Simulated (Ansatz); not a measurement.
## Predicting a run: zincblende BeS (F-43m), hydrostatic pressure (both signs)

Cell and atoms relaxed with r2SCAN to each stress σ (compression positive); gaps by r2SCAN with spin-orbit coupling, rigid bands (plane waves, PAW; Ansatz, a first-principles code). Unloaded cell: a = b = c = 3.443 Å, α = β = γ = 60.00°.

| σ (GPa) | ln(V/V₀) (%) | gap (eV) |
|---|---|---|
| 0 | 0 | 3.559 |
| -2.00 | 2.13 | 3.606 |
| 5.00 | -4.69 | 3.452 |
| 10.00 | -8.71 | 3.348 |

### Question
Fit E_g = 3.559 eV + aσ + bσ² and ε = cσ + dσ² to the loaded rows by least squares.

### Answer
a = -0.0224 eV/GPa, b = 1.34e-04 eV/GPa²; c = -1.02 %/GPa, d = 0.0149 %/GPa².

### Question
One run was withheld, at σ = 2.00 GPa. Predict its gap and its ln(V/V₀), then set them beside the run.

### Answer
E_g = 3.559 + (-0.0224)(2.00) + (1.34e-04)(2.00)² = 3.515 eV and ε = (-1.02)(2.00) + (0.0149)(2.00)² = -1.98 %. The run gave 3.516 eV and -1.98 %, misses of 0.001 eV and 0.00 percentage points.

Gaps are resolved to about 0.01 eV; third decimals are kept for the arithmetic. Every relaxation keeps the zincblende phase (space group F-43m under this load), so a transition, a distortion that breaks the symmetry or fracture can't show.
